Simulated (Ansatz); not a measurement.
# Hypothetical zinc blende SbAs, pressure series

Start from SbAs in the zinc blende structure (space group F-43m, No. 216; a = 6.538 Å; a hypothetical phase, not in the database extracts checked).

Cell and atoms are relaxed at each pressure.

Level of theory: Kohn–Sham DFT with the PBE functional, run in Ansatz (a program for electronic structure) with PAW and 420 eV plane waves, no spin-orbit coupling.

Notes on the quantities. enthalpy: H = E + PV relative to the base's energy.

```json
[
 {"change": "base", "volume per atom": "34.93 Å³", "enthalpy": "–"},
 {"change": "pressure −2 GPa", "volume per atom": "37.03 Å³", "enthalpy": "-0.45 eV/atom"},
 {"change": "pressure −1 GPa", "volume per atom": "35.91 Å³", "enthalpy": "-0.22 eV/atom"},
 {"change": "pressure 1.8 GPa", "volume per atom": "33.45 Å³", "enthalpy": "+0.38 eV/atom"},
 {"change": "pressure 4.2 GPa", "volume per atom": "31.85 Å³", "enthalpy": "+0.87 eV/atom"},
 {"change": "pressure 9 GPa", "volume per atom": "29.47 Å³", "enthalpy": "+1.79 eV/atom"},
 {"change": "pressure 18 GPa", "volume per atom": "26.59 Å³", "enthalpy": "+3.36 eV/atom"},
 {"change": "pressure 30 GPa", "volume per atom": "24.07 Å³", "enthalpy": "+5.25 eV/atom"},
 {"change": "pressure 45 GPa", "volume per atom": "(withheld)", "enthalpy": "+7.40 eV/atom"},
 {"change": "pressure 60 GPa", "volume per atom": "20.44 Å³", "enthalpy": "+9.38 eV/atom"}
]
```

Q: What belongs in the blanks?

A: 
- pressure 45 GPa, volume per atom: 21.96 Å³

Load acts through the strain it causes; cell and atoms are relaxed under it. No phonon test of stability was made. No other phases were tried under pressure. All final runs are without spin polarisation.
